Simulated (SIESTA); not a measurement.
Worked example: relaxation of cell and atoms of K₃Cd (Fm-3m, 4 atoms in the cell) in SIESTA.

Computed with LDA PW92, numerical atomic orbitals DZP, PseudoDojo LDA standard norm-conserving potentials (rewritten from UPF to PSML) run with SIESTA.

```yaml
crystal:
  lattice:
    - [0.00000, 4.61034, 4.61034]
    - [4.61034, 0.00000, 4.61034]
    - [4.61034, 4.61034, 0.00000]
  atoms:
    - { symbol: K, position: [0.25000, 0.25000, 0.25000] }
    - { symbol: K, position: [0.75000, 0.75000, 0.75000] }
    - { symbol: K, position: [0.50000, 0.50000, 0.50000] }
    - { symbol: Cd, position: [0.00000, 0.00000, 0.00000] }
```

Reference input (self-consistent single point, DFT, LDA PW92, numerical atomic orbitals DZP, PseudoDojo LDA standard norm-conserving potentials (rewritten from UPF to PSML)): XC.functional = LDA; XC.authors = PW92; potentials = PseudoDojo LDA standard; PAO.BasisSize = DZP; PAO.EnergyShift = 0.01 Ry; MeshCutoff = 300 Ry; kgrid.MonkhorstPack = 4 4 4; OccupationFunction = MP; OccupationMPOrder = 0; ElectronicTemperature = 50 meV; MaxSCFIterations = 150; SCF.Mixer.Method = Pulay. This run's input differs from it in these lines:

```diff
@@ -44,2 +44,7 @@
 Diag.ParallelOverK           true
+MD.TypeOfRun                 Broyden
+MD.Steps                     40
+MD.MaxForceTol               0.02 eV/Ang
+MD.VariableCell              true
+MD.MaxStressTol              0.05 GPa
 WriteForces                  true
```

Log, with long lists cut:

```
        iscf     Eharris(eV)        E_KS(eV)     FreeEng(eV)     dDmax    Ef(eV) dHmax(eV)
   scf:    1    -7200.667314    -7205.766085    -7205.779004  0.744699 -2.872256 10.716375
   scf:    2    -7208.262467    -7207.143792    -7207.157279  0.219688 -2.949775  5.353793
   scf:    3    -7207.939750    -7207.639177    -7207.653134  0.212169 -3.031850  0.960920
   scf:    4    -7207.669852    -7207.663702    -7207.677820  0.065019 -3.069452  0.738974
   scf:    5    -7207.645054    -7207.663312    -7207.677304  0.062377 -3.059994  0.787020
   scf:    6    -7207.676201    -7207.671644    -7207.685692  0.025282 -3.071817  0.086845
   scf:    7    -7207.671436    -7207.671636    -7207.685700  0.007262 -3.073934  0.068356
   scf:    8    -7207.671806    -7207.671737    -7207.685794  0.003109 -3.073765  0.012986
   scf:    9    -7207.671743    -7207.671741    -7207.685797  0.000460 -3.073640  0.001503
   scf:   10    -7207.671741    -7207.671741    -7207.685797  0.000050 -3.073636  0.000009
SCF Convergence by DM+H criterion
max |DM_out - DM_in|         :     0.0000500359
max |H_out - H_in|      (eV) :     0.0000093231
SCF cycle converged after 10 iterations

Using DM_out to compute the final energy and forces

siesta: E_KS(eV) =            -7207.6717

siesta: E_KS - E_eggbox =     -7207.6717

siesta: Atomic forces (eV/Ang):
     1    0.000000    0.000000    0.000000
     2   -0.000000   -0.000000   -0.000000
     3   -0.000000   -0.000000   -0.000000
     4    0.000000   -0.000000   -0.000000
   Tot    0.000000   -0.000000   -0.000000
   Max    0.000000
   Res    0.000000    sqrt( Sum f_i^2 / 3N )
   Max    0.000000    constrained

Stress tensor Voigt[x,y,z,yz,xz,xy] (kbar):        4.04        4.04        4.04       -0.00       -0.00       -0.00
(Free)E + p*V (eV/cell)    -7208.1797
   [... lines left out ...]
siesta: Pressure (static):         -4.03744219  kBar
siesta: Pressure (total):         -4.03744219  kBar
No target stress found, assuming hydrostatic MD.TargetPressure.
Target stress (kBar)
outcell: Cell volume (Ang**3)        :    187.8450
        iscf     Eharris(eV)        E_KS(eV)     FreeEng(eV)     dDmax    Ef(eV) dHmax(eV)
siesta: Pressure (static):          0.35816552  kBar
siesta: Pressure (total):          0.35816552  kBar
outcell: Cell volume (Ang**3)        :    187.8450
siesta: FreeEng =     -7207.696397
   [... lines left out ...]
siesta:    -0.000224   -0.000000    0.000000
siesta:    -0.000000   -0.000224   -0.000000
siesta:     0.000000   -0.000000   -0.000224

siesta: Cell volume =        187.844976 Ang**3

siesta: Pressure (static):
siesta:                Solid            Molecule  Units
siesta:           0.00000243          0.00000243  Ry/Bohr**3
siesta:           0.00022355          0.00022355  eV/Ang**3
siesta:           0.35816552          0.35816812  kBar
```

The run converged. 

Summary of the result:
- Free energy E − TS: -7207.6964 eV
- Fermi level (on the code's own zero): -3.09 eV
- Pressure: 0.04 GPa
- Final cell: a = 6.428 Å, b = 6.428 Å, c = 6.428 Å, α = 60.00°, β = 60.00°, γ = 60.00°
- Final volume per atom: 46.96 Å³
- Relaxation steps: 7

The starting cell comes from a database of computed structures (which also holds hypothetical and non-ambient phases and stackings), without a prior relaxation at this level. Values carry the incompleteness of an atom-centred basis.

Cost on one core of a shared machine: roughly 2 min.
